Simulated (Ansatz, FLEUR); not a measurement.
A FLEUR input for a self-consistent single point of Re (P6_3/mmc, 2 atoms in the cell) (DFT, PBE, all-electron FLAPW (FLEUR), scalar-relativistic valence with spin-orbit coupling in second variation):

Input of the input generator:

```
Re
&input film=f /
2.6289454224 -4.5534670419 0.0000000000
2.6289454224 4.5534670419 0.0000000000
0.0000000000 0.0000000000 8.4964467618
1.0
1.0 1.0 1.0

2
75 0.3333333333 0.6666666667 0.2500000000
75 0.6666666667 0.3333333333 0.7500000000

&comp jspins=1 /
&kpt div1=14 div2=14 div3=7 gamma=t /
&soc 0.0 0.0 /
&end /
```

```xml
<?xml version="1.0" encoding="UTF-8" standalone="no"?>
<fleurInput fleurInputVersion="0.39">
   <comment>
      Re                                                                                                  
   </comment>
   <calculationSetup>
      <cutoffs Kmax="4.1" Gmax="16.4" GmaxXC="16.4" numbands="0"/>
      <scfLoop itmax="80" minDistance="0.00001" maxIterBroyd="99" imix="Anderson" alpha="0.05" precondParam="0.0" spinf="2.0"/>
      <coreElectrons ctail="T" frcor="F" kcrel="0" coretail_lmax="0"/>
      <xcFunctional name="pbe" relativisticCorrections="F"/>
      <magnetism jspins="1"/>
      <soc l_soc="T" theta="0.0" phi="0.0" spav="F"/>
      <expertModes spex="0" secvar="F"/>
      <geometryOptimization l_f="F" forcealpha="1.0" forcemix="BFGS" epsdisp="0.00001" epsforce="0.00001"/>
      <ldaU l_linMix="F" mixParam="0.05" spinf="1.0"/>
   </calculationSetup>
   <cell>
      <bzIntegration valenceElectrons="30.0" mode="gauss" fermiSmearingEnergy="0.00367493">
         <kPointListSelection listName="default-1"/>
         <!-- k-points included here -->
         <xi:include xmlns:xi="http://www.w3.org/2001/XInclude" href="kpts.xml"> </xi:include>
      </bzIntegration>
      <!-- symmetry operations included here -->
      <xi:include xmlns:xi="http://www.w3.org/2001/XInclude" href="sym.xml"> </xi:include>
      <bulkLattice scale="1.0">
         <bravaisMatrix>
            <row-1>    2.6289454224000002    -4.5534670419000003     0.0000000000000000</row-1>
            <row-2>    2.6289454224000002     4.5534670419000003     0.0000000000000000</row-2>
            <row-3>    0.0000000000000000     0.0000000000000000     8.4964467617999997</row-3>
         </bravaisMatrix>
      </bulkLattice>
   </cell>
   <atomSpecies>
      <species name="Rhenium (Re)" element="Re" atomicNumber="75">
         <mtSphere radius="2.39" gridPoints="843" logIncrement="0.016"/>
         <atomicCutoffs lmax="10" lnonsphr="8"/>
         <electronConfig flipSpins="F">
            <coreConfig>(1s1/2) (2s1/2) (2p1/2) (2p3/2) (3s1/2) (3p1/2) (3p3/2) (4s1/2) (3d3/2) (3d5/2) (4p1/2) (4p3/2) (4d3/2) (4d5/2) (4f5/2) (4f7/2)</coreConfig>
            <valenceConfig>(5s1/2) (5p1/2) (5p3/2) (6s1/2) (5d3/2) (5d5/2)</valenceConfig>
            <stateOccupation state="(5d3/2)" spinUp="1.0" spinDown="1.0"/>
            <stateOccupation state="(5d5/2)" spinUp="1.5" spinDown="1.5"/>
         </electronConfig>
         <energyParameters s="6" p="6" d="5" f="5"/>
         <lo type="SCLO" l="0" n="5" eDeriv="0"/>
         <lo type="SCLO" l="1" n="5" eDeriv="0"/>
      </species>
   </atomSpecies>
   <atomGroups>
      <atomGroup species="Rhenium (Re)">
         <relPos label="                   1">1.000/3.000 -1.000/3.000 1.000/4.000</relPos>
         <relPos label="                   2">-1.000/3.000 1.000/3.000 -1.000/4.000</relPos>
         <force calculate="T" relaxXYZ="TTT"/>
      </atomGroup>
   </atomGroups>
   <output dos="F" band="F" slice="F">
      <checks vchk="F" cdinf="F"/>
      <bandDOS minEnergy="-.5*Htr" maxEnergy="0.5*Htr" sigma="0.015" storeEVData="T"/>
      <vacuumDOS vacdos="F" integ="F" star="F" nstars="0" locx1="0.0" locy1="0.0" locx2="0.0" locy2="0.0" nstm="0" tworkf="0.0"/>
      <unfoldingBand unfoldBand="F" supercellX="1" supercellY="1" supercellZ="1"/>
      <plotting iplot="0" polar="F">
         <plot TwoD="T" vec1="  1.0  0.0  0.0" vec2="  0.0  1.0  0.0" vec3="  0.0  0.0  1.0" zero="  0.0  0.0  0.0" file="plot"/>
      </plotting>
      <chargeDensitySlicing numkpt="0" minEigenval="0.0" maxEigenval="0.0" nnne="0" pallst="F"/>
      <specialOutput eonly="F"/>
      <magneticCircularDichroism mcd="F" energyLo="-10.0" energyUp="0.0"/>
   </output>
  <!-- We include the file relax.xml here to enable relaxations (see documentation) -->
  <xi:include xmlns:xi="http://www.w3.org/2001/XInclude" href="relax.xml"> <xi:fallback/> </xi:include>
</fleurInput>
```

### Question
Translate this input to Ansatz (a first-principles code).

### Answer
One input that does it (others would too):

Ansatz 0.2 input:
```yaml
# Re
crystal:
  lattice:
    - [1.391178, -2.409591, 0.000000]
    - [1.391178, 2.409591, 0.000000]
    - [0.000000, 0.000000, 4.496126]
  atoms:
    - { symbol: Re, position: [0.333333, 0.666667, 0.250000] }
    - { symbol: Re, position: [0.666667, 0.333333, 0.750000] }
kpoints:
  mp_grid: { grid: [14, 14, 7] }
hamiltonian:
  xc: pbe
  pseudopotentials: { kind: paw }
magnetization:
  noncollinear: true
  spin_orbit: true
scf:
  occupations: { method: gaussian, width: 0.1 }
output:
  forces: true
  eigenvalues: true
  stress: true
```

Basis settings and potentials, where a program has them, do not carry over. This input uses DFT, PBE with spin-orbit coupling, plane waves, default PAW files.

The starting cell has typed, rounded lattice constants, without a prior relaxation at this level. Its lattice was rescaled by a random factor within 2.5 % of one.
